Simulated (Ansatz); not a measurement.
Pressure series in TiS2

Start from TiS2 in the CdI2 type structure (space group P-3m1, No. 164; layered, stacked along the Cartesian z axis).

```xyz
3
Lattice="3.3606 0.0000 0.0000 -1.6803 2.9104 0.0000 0.0000 0.0000 5.5224" Properties=species:S:1:pos:R:3 pbc="T T T"
Ti     0.0000     0.0000     0.0000
S      0.0000     1.9403     1.4279
S      1.6803     0.9701     4.0945
```

Cell and atoms are relaxed at each pressure.

Computed with Kohn–Sham DFT with the PBE-D3(BJ) functional, run in Ansatz (a quantum-chemistry and plane-wave program) with PAW and 420 eV plane waves, no spin-orbit coupling.

Notes on the quantities. enthalpy: H = E + PV relative to the base's energy.

| change | lattice parameter a | c/a ratio | enthalpy |
|---|---|---|---|
| base | 3.361 Å | 1.643 | – |
| pressure −2 GPa | 3.395 Å | 1.722 | -0.23 eV/atom |
| pressure −1 GPa | 3.377 Å | 1.667 | -0.11 eV/atom |
| pressure 0.3 GPa | 3.356 Å | 1.639 | +0.03 eV/atom |
| pressure 0.7 GPa | 3.350 Å | 1.633 | +0.08 eV/atom |
| pressure 1.5 GPa | 3.338 Å | 1.624 | +0.17 eV/atom |
| pressure 3 GPa | 3.317 Å | 1.612 | +0.33 eV/atom |
| pressure 5 GPa | 3.291 Å | 1.603 | +0.54 eV/atom |
| pressure 7.5 GPa | 3.262 Å | 1.596 | +0.79 eV/atom |
| pressure 10 GPa | 3.234 Å | 1.594 | +1.04 eV/atom |

Load acts through the strain it causes; cell and atoms are relaxed under it. Stability against distortions was not tested. Competing high-pressure phases were not computed. The base started in P3m1 and relaxed to P-3m1 at this level. All final runs are without spin polarisation.
